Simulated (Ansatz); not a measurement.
Ansatz (a quantum-chemistry and plane-wave program), DFT, PBEsol, plane waves, its default PAW files: K2NaMnF6 (from the phase in space group 139, mp-1079339) (F6NaK2Mn), 10 atoms, spin-polarised from a ferromagnetic start (5 μB on Mn). Basis and mesh were picked for this test and aren't claimed converged.

```
Quantity                                                                   Value
---------------------------------------  ---------------------------------------
cell                                     6.03, 6.03, 6.03 Å; 121.6, 121.6, 87.2°
task                                                                single point
k mesh                                                                     6×6×6
hamiltonian.xc                                                            pbesol
kind of files                                                                paw
scf.occupations.method                                               fermi_dirac
scf.occupations.width                                                    0.05 eV
output.forces                                                               true
magnetization.spin_polarized                                                true
binding of workers (--pin)                                                   off
k-point pools (--kpoint-pools)                                                 1
memory maximum (--max-ram)                                                  8GiB
accuracy                                                        medium (default)
basis.precision                                                   auto (default)
basis.xc_grid                                                        2 (default)
scf.eigensolver.kind                                              auto (default)
scf.convergence.dr2_threshold                                    1e-07 (default)
scf.lower_state_search                                           light (default)
k-points after symmetry (for each spin)                                       30
bands at the start                                                            55
electrons                                                                     84
plane waves at Γ                                                            2927
cutoff (eV)                                                                  420
FFT grid                                                                45×45×45
symmetry operations                                                           16
```

Settings of this run: scf.mixing.algorithm = broyden, scf.mixing.preconditioner = auto, scf.mixing.beta = 0.1, scf.algorithm = auto; 4 threads.

```
iteration  dr2 (eV)     Hψ
---------  --------  -----
1            6.58e1  14959
2            3.37e1   6363
3            3.78e0   7220
4            2.09e0   5494
5           3.37e-1   6772
6           2.00e-1   6696
7           7.90e-2   6070
8           2.38e-2   6313
9           5.63e-3   5378
10          1.53e-3   4804
11          7.81e-4   5910
12          4.62e-4   3300
13          1.25e-4   5850
14          3.78e-5   5410
15          1.93e-5   5284
16          1.09e-5   5323
17          6.43e-6   5529
18          4.96e-6   3420
19          1.72e-6   4508
20          1.03e-6   4405
21          2.64e-7   5656
22          1.68e-7   4242
23          7.06e-8   5342
24          5.28e-8   8909
```

It converged after 24 SCF iterations (all cycles of the run, searches included).

### Question
The cycle is slow. Which setting should be changed?

### Answer
One answer among several that fit: scf.mixing.beta = 0.7 (13 SCF iterations (all cycles of the run, searches included)) or scf.mixing.beta = 1 (13 SCF iterations (all cycles of the run, searches included)), all else kept. The other changes of this size gave: scf.mixing.beta = not set (16); scf.mixing.beta = 0.3 (16). The first change moves the result by: energy under 0.001 meV/atom, forces (largest component) 0.037 meV/Å, magnetization under 0.001 μB/atom, absolute magnetization under 0.001 μB/atom. Counts are of single runs.

Keys are those of Ansatz 0.2.
